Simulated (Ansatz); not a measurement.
Consider O vacancy in polar orthorhombic HfO2, neutral cell. Level of theory: PBE, PAW (plane waves to 420 eV; Ansatz, an electronic-structure program).

96-site cell at the relaxed PBE lattice, the Γ point alone, smearing 0.01 eV, spin-restricted, no finite-size correction. No zero-point or tunnelling terms. Spin-orbit coupling is left out. The host's phase is taken as given; its stability against other phases was not computed. The charge state is imposed; whether it is stable for some Fermi level was not computed. Forms of the defect that were not tried may lie lower. The start lies 0.28 eV above the lowest site run (PBE).

Barriers: single points on a 2×2×2 k-point mesh shifted by half a step at the bands' geometries (they differ from the bands' own by up to 0.16 eV, and are uncertain by about as much).

The step: a nearby O atom hops onto the vacant site; the atom moves 2.63 Å along (-0.48, -0.13, 0.01) of the unit cell; the moving atom starts with neighbours Hf at 2.05, Hf at 2.14, Hf at 2.17; O at 2.55 Å and ends with Hf at 2.02, Hf at 2.13, Hf at 2.19; O at 2.56 Å.

What is the computed migration barrier of this step (PBE, PAW)?

1.87 eV, the same both ways. At the saddle the moving atom has neighbours Hf at 2.00, Hf at 2.20, Hf at 2.32; O at 2.45, O at 2.57 Å. The program found a first-order saddle point.
